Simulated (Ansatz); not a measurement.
We consider Ag (model structure, I4₁/amd, No. 141, 2 atoms in the cell), described by LDA (Ansatz, a quantum-chemistry and plane-wave program, PAW).

Input file:

Ansatz 0.2 input:
```yaml
crystal:
  lattice:
    - [-2.5814891193, 2.5814891193, 1.3498218282]
    - [2.5814891193, -2.5814891193, 1.3498218282]
    - [2.5814891193, 2.5814891193, -1.3498218282]
  atoms:
    - { symbol: Ag, position: [0.0, 0.0, 0.0] }
    - { symbol: Ag, position: [0.75, 0.25, 0.5] }
basis:
  ecutwfc: 520
  ecutrho_ratio: 4
  xc_grid: 2
kpoints:
  mp_grid: { grid: [22, 22, 22] }
hamiltonian:
  xc: lda
  dispersion: none
  pseudopotentials: { azcp: { folder: ./paw }, kind: paw }
scf:
  occupations: { method: fermi_dirac, width: 0.05 }
output:
  forces: true
  stress: true
  eigenvalues: true
relax:
  f_tol: 0.004
  escape_saddle: false
  max_steps: 80
  cell: { stress_tol: 0.02, fix: [volume] }
```

The run printed, among other lines:

```
Relaxation: its limit of steps is 80 (relax.max_steps)
Crystal: 2 atoms, lattice volume = 35.981 Å³
Basis set: ecut = 520 eV, 941 PW (Γ), exchange–correlation on 60×60×60 points (8 copies of the dense FFT grid, shifted against one another)
Bands: 23, of which v1, the nominal top of the filled ones, is band 19 counted from 1 (18 counted from 0)
Symmetry: 16 space group operations
Space group: I41/amd (ITA 141), of the structure as read, at distance tolerance 3.3e-5 Å
k-points: 834 of 10648
Initial density: superposition of atomic densities (chi_scale 0.1, normalization cell)
Functional: x = slater, c = lda
SCF iter   1: F=—  HF=-14916.512904 eV  |F-HF|=—  |Δ(HF+E_count)|=         —  Δρ=8.11e-2  dr2=2.49e0
SCF iter   2: F=—  HF=-14915.886090 eV  |F-HF|=—  |Δ(HF+E_count)|=   6.27e-1  Δρ=2.49e-2  dr2=2.39e-1
  ...
SCF 1 converged in 8 iterations: F = -14915.802662 eV  dr2 = 5.06e-9
Crystal: 2 atoms, lattice volume = 35.981 Å³
Initial density: handed on by an earlier stage of this run
SCF 2 converged in 3 iterations: F = -14915.802676 eV  dr2 = 4.14e-9
Crystal: 2 atoms, lattice volume = 35.981 Å³
SCF iter   4: F=—  HF=-14915.802676 eV  |F-HF|=—  |Δ(HF+E_count)|=  7.64e-11  Δρ=4.79e-7  dr2=1.49e-11
SCF iter   5: F=-14915.802676 eV  HF=-14915.802676 eV  |F-HF|=7.28e-12  |Δ(HF+E_count)|=  4.73e-11  Δρ=3.63e-8  dr2=2.74e-13
SCF 3 converged in 5 iterations: F = -14915.802676 eV  dr2 = 2.74e-13
SCF converged after 5 iterations
Free energy (F): -14915.802676 eV
Internal energy: -14915.798597 eV  (E = F + TS)
E sigma→0 (E₀):  -14915.800636 eV
Fermi energy:    15.615627 eV
--- Forces (eV/Å), atoms counted from 1 ---
  atom   1  Ag    -0.00000000     0.00000000     0.00000000
  atom   2  Ag     0.00000000    -0.00000000     0.00000000
--- Stress (GPa, compression-positive) ---
       -2.131980       0.000000       0.000000
        0.000000      -2.131980       0.000000
        0.000000      -0.000000      -2.118753
  P = ⅓ Tr σ = -2.1276 GPa (-21.276 kbar)
```

The cell is one volume of an energy–volume scan, off the minimum.

The PAW data were made under PBE.

Note: the relaxation could raise the start's symmetry but not lower it, so the cell can be a saddle point.

Computing time: about 110 core-seconds (a rough figure).

A model structure was made by putting elements into a prototype or built by hand; it is no filed structure, need not be a known phase, and can be a saddle point held by its symmetry.
